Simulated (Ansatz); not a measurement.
**Sn, response to strain**

Base system: Sn in the diamond structure (space group Fd-3m, No. 227).

```xyz
2
Lattice="0.0000 3.2832 3.2832 3.2832 0.0000 3.2832 3.2832 3.2832 0.0000" Properties=species:S:1:pos:R:3 pbc="T T T"
Sn     0.0000     0.0000     0.0000
Sn     1.6416     1.6416     1.6416
```

Cartesian axes are those of the cell as printed.

Strains are applied to the cell and any free atomic positions relax; under biaxial strain the out-of-plane vector relaxes too.

Level of theory: r2SCAN, PAW, 500 eV (Ansatz, an electronic-structure program; scalar-relativistic without spin-orbit coupling).

Notes on the quantities. energy relative to the base: free energy F; pressure: mean of the normal stresses, compression positive.

```csv
variant,energy relative to the base,pressure,shortest interatomic distance
base,0 meV/atom,0.0 GPa,2.843 Å
"biaxial strain +1.00 %, plane normal [001], relaxed out of plane",+1.5 meV/atom,-0.4 GPa,2.854 Å
"biaxial strain +1.50 %, plane normal [001], relaxed out of plane",+3.3 meV/atom,-0.6 GPa,2.859 Å
"biaxial strain +2.00 %, plane normal [001], relaxed out of plane",+5.7 meV/atom,-0.8 GPa,2.864 Å
"biaxial strain +2.50 %, plane normal [001], relaxed out of plane",+8.8 meV/atom,-1.0 GPa,2.869 Å
"biaxial strain +3.00 %, plane normal [001], relaxed out of plane",+13 meV/atom,-1.2 GPa,2.875 Å
```

No phonon test of stability was made.
